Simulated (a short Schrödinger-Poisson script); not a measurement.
Structure: MOS inversion layer, HfO2 on p-type Si(100), at 300 K.

From the gate side: 8.7 nm HfO2; 310 nm Si, acceptors 4.8e17 cm⁻³.

The device is made up for the run: typed textbook-type constants, with dimensions and the other settings drawn at random. HfO2: permittivity 22, conduction-band edge (eV) 1.55, gap (eV) 5.7, electron mass (mₑ) 0.2. Si: permittivity 11.7, conduction-band edge (eV) 0, gap (eV) 1.124, Nv at 300 K (cm⁻³) 3.1e19.

Channel valleys (confinement mass, in-plane density-of-states mass, number): Δ2 0.916, 0.19, 2; Δ4 0.19, 0.417, 4. At the gate the conduction-band edge of layer 1 lies 1.63 eV − eVg above the Fermi level of the channel; the field vanishes at the back. Gaps are held at their typed values at every temperature. Mesh 0.03 nm at interfaces.

From a short Schrödinger-Poisson script (our own, NumPy): 1D Poisson equation in equilibrium, electrons quantum, Hartree (BenDaniel-Duke, 12 states a valley, the channel's in-plane mass for all, wave functions ending at the dielectric), parabolic valleys, classical holes, full ionisation, no traps, pinning or gate leakage.

```csv
Vg (V),electrons (cm⁻²),C (μF/cm²),Δ2 E0 (meV from the Fermi level),Δ4 E0 (meV from the Fermi level)
0.15,4.68e9,0.215,186.5,245.6
0.2,2.40e10,0.297,143.8,204.1
0.25,1.02e11,0.560,105.8,167.3
0.3,3.00e11,0.928,77.1,140.4
0.35,6.13e11,1.20,57.5,122.8
0.4,9.99e11,1.36,43.5,111.0
0.45,1.43e12,1.46,32.8,102.6
0.5,1.89e12,1.52,24.1,96.3
0.55,2.37e12,1.57,16.8,91.2
0.6,2.86e12,1.61,10.3,86.9
0.65,3.36e12,1.64,4.5,83.4
0.7,3.88e12,1.66,-0.8,80.2
0.75,4.39e12,1.68,-5.7,77.5
0.8,4.92e12,1.70,-10.2,75.0
0.85,5.45e12,1.71,-14.6,72.7
0.9,5.98e12,1.72,-18.7,70.6
0.95,6.52e12,1.73,-22.7,68.7
1,7.07e12,1.74,-26.5,66.9
1.05,7.61e12,1.75,-30.2,65.2
1.1,8.16e12,1.76,-33.8,63.6
1.15,8.71e12,1.77,-37.2,62.0
```

At Vg = 1.15 V the lowest Δ2 subband lies at -37.2 meV from the Fermi level. How many electrons does it hold, and what share of all?

The two-dimensional density of states is g m/(πħ²) = 1.59e11 cm⁻² meV⁻¹ (both spins), kT = 25.9 meV, so n = D kT ln(1 + exp(−E/kT)) = 6.78e12 cm⁻², 0.78 of the 8.71e12 cm⁻² in all.

Compare the slope of the sheet density between 1.05 and 1.15 V with the geometric capacitance of the layers between gate and channel.

q Δn/ΔV = 1.76 μF/cm²; ε0/Σ(t/ε) = 2.24 μF/cm². The ratio is 0.79: the channel acts as a further capacitance in series.
